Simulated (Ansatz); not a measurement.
Input and output of a self-consistent single point for NbC (Fm-3m, 2 atoms in the cell) (Ansatz, a first-principles code).

Computed with LDA (PW92), default PAW files made with PBE (plane waves; Ansatz).

```
CELL_PARAMETERS angstrom
      0.00000     2.25405     2.25405
      2.25405     0.00000     2.25405
      2.25405     2.25405     0.00000
ATOMIC_POSITIONS crystal
  Nb 0.00000 0.00000 0.00000
  C  0.50000 0.50000 0.50000
```

Reference input (self-consistent single point, DFT, PBE, plane waves, default PAW files): kpoints.mp_grid.grid = 13 13 13; hamiltonian.xc = pbe; hamiltonian.pseudopotentials = {kind: paw} (the program's default PAW files); scf.occupations.method = methfessel_paxton; scf.occupations.width = 0.1 eV. This run's input differs from it in these lines:

Ansatz 0.2 input:
```diff
@@ -13,3 +13,3 @@
 hamiltonian:
-  xc: pbe
+  xc: lda
   pseudopotentials:
```

Log, with long lists cut:

```
SCF iter   1: F=—  HF=-4686.777304 eV  |F-HF|=—  |Δ(HF+E_count)|=         —  Δρ=5.92e-3  dr2=1.88e-3  ethr=1.77e-3  ⟨swp⟩=5.1  Hψ=5596  notcnv=0
all-band conjugate gradients solve this SCF's bands
preconditioner: auto → none
SCF iter   2: F=—  HF=-4686.776753 eV  |F-HF|=—  |Δ(HF+E_count)|=   5.51e-4  S|Δr|=    0.00e0  Δρ=2.88e-3  dr2=4.33e-4  ethr=1.10e-5  ⟨swp⟩=1.4  Hψ=1868  notcnv=0
SCF iter   3: F=—  HF=-4686.776680 eV  |F-HF|=—  |Δ(HF+E_count)|=   7.32e-5  S|Δr|=    0.00e0  Δρ=1.62e-4  dr2=4.13e-6  ethr=2.55e-6  ⟨swp⟩=1.9  Hψ=1340  notcnv=0
SCF iter   4: F=—  HF=-4686.776680 eV  |F-HF|=—  |Δ(HF+E_count)|=   1.45e-7  S|Δr|=    0.00e0  Δρ=6.32e-5  dr2=5.35e-7  ethr=2.43e-8  ⟨swp⟩=2.0  Hψ=1780  notcnv=0
SCF iter   5: F=-4686.776680 eV  HF=-4686.776680 eV  |F-HF|=5.56e-10  |Δ(HF+E_count)|=   2.47e-7  S|Δr|=    0.00e0  Δρ=4.70e-6  dr2=1.95e-9  ethr=5.88e-10  ⟨swp⟩=6.0  Hψ=5161  notcnv=0
SCF 1 converged in 5 iterations: F = -4686.776680 eV  dr2 = 1.95e-9
Stability not checked (fill_not_monotonic)
Free energy (F): -4686.776680 eV
Internal energy: -4686.777161 eV  (E = F + TS)
E sigma→0 (E₀):  -4686.776800 eV
Entropy (-TS):   0.000482 eV (0.241 meV/atom)
Fermi energy:    17.912000 eV
--- Forces (eV/Å), atoms counted from 1 ---
  atom   1  Nb    -0.00000000     0.00000000    -0.00000000
  atom   2  C      0.00000000    -0.00000000    -0.00000000
--- Stress (GPa, compression-positive) ---
      -16.229189      -0.000000      -0.000000
        0.000000     -16.229189      -0.000000
       -0.000000       0.000000     -16.229189
  P = ⅓ Tr σ = -16.2292 GPa (-162.292 kbar)
  The stress holds the Pulay correction. Without it, at fixed plane waves, as pw.x and ABINIT print it: P = -16.4988 GPa
```

The run converged in 5 iterations. Against the reference run the pressure goes from -4.51 to -16.23 GPa.

The starting cell comes from a database of computed structures (which also holds hypothetical and non-ambient phases and stackings), without a prior relaxation at this level. Spin polarisation is off. With a pressure of about -16 GPa the cell is away from its equilibrium volume at this level. Ansatz's pressure includes its estimate of the finite-basis (Pulay) stress.
